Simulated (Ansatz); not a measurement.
Take ZrS$_{2}$ in the CdI2 type structure (space group P-3m1, No. 164; a = 3.635 Å, c = 5.720 Å; layered, stacked along the Cartesian z axis) as the base.

Method: PBE-D3(BJ) (Ansatz, an electronic-structure program, PAW, spin-orbit coupling left out).

Before the change:

| Item | Value |
|---|---|
| Band gap | 0.66 eV |
| Smallest direct gap | 1.41 eV |
| Gap character | indirect, Γ → L |

Modification: every lattice vector is stretched by 3.00 %, atoms relaxed at fixed cell.

**Question.** How does this affect the band gap?

**Answer.** The band gap increases by 0.35 eV to 1.01 eV.

**Question.** What happens to the energy relative to the base?

**Answer.** The energy increases by 23 meV/atom.

**Question.** What happens to the smallest direct gap?

**Answer.** The smallest direct gap rises by 0.03 eV to 1.44 eV.

**Question.** What happens to the gap character?

**Answer.** The gap character changes from indirect, Γ → L to indirect, K–Γ (86 % along) → L.

The cells carry an imposed strain or load. Whether these cells are dynamically stable was not tested.
